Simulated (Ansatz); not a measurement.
System: WP2 (Cmc2₁, No. 36, 6 atoms in the cell; start mp-11328). Method: r²SCAN (PAW; Ansatz, an electronic-structure program).

Input:

Ansatz 0.2 input:
```yaml
crystal:
  lattice:
    - [1.5803865803, -5.5487883512, 0.0]
    - [1.5803865803, 5.5487883512, 0.0]
    - [0.0, 0.0, 4.9568071756]
  atoms:
    - { symbol: P, position: [0.0691481158, 0.9308518842, 0.3825685332] }
    - { symbol: P, position: [0.9308518842, 0.0691481158, 0.8825685332] }
    - { symbol: P, position: [0.7994012024, 0.2005987976, 0.1994899504] }
    - { symbol: P, position: [0.2005987976, 0.7994012024, 0.6994899504] }
    - { symbol: W, position: [0.40660261, 0.59339739, 0.5009415163] }
    - { symbol: W, position: [0.59339739, 0.40660261, 0.0009415163] }
basis:
  ecutwfc: 560
  ecutrho_ratio: 4
  xc_grid: 3
kpoints:
  mp_grid: { grid: [18, 18, 12] }
hamiltonian:
  xc: r2scan
  dispersion: none
  pseudopotentials: { kind: paw }
scf:
  occupations: { method: fermi_dirac, width: 0.05 }
output:
  forces: true
  stress: true
  eigenvalues: true
relax:
  f_tol: 0.004
  escape_saddle: false
  max_steps: 80
  cell: { stress_tol: 0.02, fix: [volume] }
```

The run printed, among other lines:

```
Relaxation: its limit of steps is 80 (relax.max_steps)
Crystal: 6 atoms, lattice volume = 86.935 Å³
Basis set: ecut = 560 eV, 2617 PW (Γ), exchange–correlation on 135×135×120 points (27 copies of the dense FFT grid, shifted against one another)
Bands: 30, of which v1, the nominal top of the filled ones, is band 24 counted from 1 (23 counted from 0)
Symmetry: 4 space group operations
Space group: Cmc21 (ITA 36), of the structure as read, at distance tolerance 4.4e-5 Å
k-points: 637 of 3888 (time reversal used)
Functional: x = r2scan, c = r2scan; τ floored in thin density (d = 2e-4 eV/Å³)
SCF iter   1: F=—  HF=-23833.540604 eV  |F-HF|=—  |Δ(HF+E_count)|=         —  Δρ=1.18e-2  dr2=1.54e-1  dr2_τ=1.77e-1
SCF iter   2: F=—  HF=-23833.668529 eV  |F-HF|=—  |Δ(HF+E_count)|=   1.28e-1  Δρ=5.47e-3  dr2=1.52e-2  dr2_τ=3.54e-3
  ...
SCF 1 converged in 7 iterations: F = -23833.677165 eV  dr2 = 1.33e-8
Crystal: 6 atoms, lattice volume = 86.935 Å³
Basis set: ecut = 560 eV, 2609 PW (Γ), exchange–correlation on 135×135×120 points (27 copies of the dense FFT grid, shifted against one another)
Initial density: handed on by an earlier stage of this run
SCF 2 converged in 5 iterations: F = -23833.676306 eV  dr2 = 3.13e-7
Crystal: 6 atoms, lattice volume = 86.935 Å³
SCF 3 converged in 9 iterations: F = -23833.679028 eV  dr2 = 4.33e-13
Crystal: 6 atoms, lattice volume = 86.935 Å³
SCF 4 converged in 4 iterations: F = -23833.679059 eV  dr2 = 2.54e-8
Crystal: 6 atoms, lattice volume = 86.935 Å³
SCF 5 converged in 5 iterations: F = -23833.679064 eV  dr2 = 1.84e-10
Crystal: 6 atoms, lattice volume = 86.935 Å³
SCF iter   3: F=—  HF=-23833.679064 eV  |F-HF|=—  |Δ(HF+E_count)|=   3.12e-7  Δρ=1.47e-6  dr2=7.85e-11  dr2_τ=5.77e-10
SCF iter   4: F=-23833.679064 eV  HF=-23833.679064 eV  |F-HF|=7.28e-12  |Δ(HF+E_count)|=   1.53e-8  Δρ=8.46e-8  dr2=5.12e-12  dr2_τ=1.88e-12
SCF 6 converged in 4 iterations: F = -23833.679064 eV  dr2 = 5.12e-12
SCF converged after 4 iterations
Free energy (F): -23833.679064 eV
Internal energy: -23833.670878 eV  (E = F + TS)
E sigma→0 (E₀):  -23833.674971 eV
Fermi energy:    15.665308 eV
--- Forces (eV/Å), atoms counted from 1 ---
  atom   1  P     -0.00000000    -0.00170016     0.00072704
  atom   2  P      0.00000000     0.00170016     0.00072704
  atom   3  P      0.00000000    -0.00091318    -0.00092309
  atom   4  P     -0.00000000     0.00091318    -0.00092309
  atom   5  W      0.00000000     0.00101816     0.00019100
  atom   6  W     -0.00000000    -0.00101816     0.00019100
--- Stress (GPa, compression-positive) ---
        4.147734      -0.000000       0.000000
       -0.000000       4.142699      -0.000000
        0.000000      -0.000000       4.141134
  P = ⅓ Tr σ = 4.1439 GPa (41.439 kbar)
```

The cell is one volume of an energy–volume scan, off the minimum.

The PAW data were made under PBE.

Note: the relaxation could not lower the start's symmetry, so the cell can be a saddle point above a distorted one.

The result took around 18 core-minutes (rough).

A start named mp-… is a Materials Project structure, which need not be a measured phase.
